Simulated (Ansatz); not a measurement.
System: BaScO₂F (P4/mmm, No. 123, 5 atoms in the cell; start mp-1227813). Method: PBEsol in Ansatz (plane waves, PAW).

Settings: plane-wave cutoff 520 eV, 8×8×8 k mesh, Fermi–Dirac smearing 0.01 eV, scalar-relativistic PAW data made under PBE.

Cell (relaxed at this level):

```cif
data_BaFO2Sc
_chemical_formula_sum 'Ba1 Sc1 O2 F1'
_space_group_name_H-M_alt 'P4/mmm'
_space_group_IT_number 123
_space_group_name_Hall '-P 4 2'
_cell_length_a 4.14067
_cell_length_b 4.14067
_cell_length_c 4.12805
_cell_angle_alpha 90.000
_cell_angle_beta 90.000
_cell_angle_gamma 90.000
loop_
_atom_site_label
_atom_site_type_symbol
_atom_site_symmetry_multiplicity
_atom_site_Wyckoff_symbol
_atom_site_fract_x
_atom_site_fract_y
_atom_site_fract_z
_atom_site_occupancy
Ba1 Ba 1 d 0.50000 0.50000 0.50000 1
Sc1 Sc 1 a 0.00000 0.00000 0.00000 1
O1 O 2 f 0.00000 0.50000 0.00000 1
F1 F 1 b 0.00000 0.00000 0.50000 1
```

Task: Give the computed band gap and smallest direct gap on the k points sampled.

Result: 
- band gap = 3.13 eV
- smallest direct gap on the k points sampled = 3.47 eV

Spin–orbit coupling is not included.

Computing time: around 17 core-seconds (rough).

A start named mp-… is a Materials Project structure, which need not be a measured phase.

Ansatz is a first-principles code.
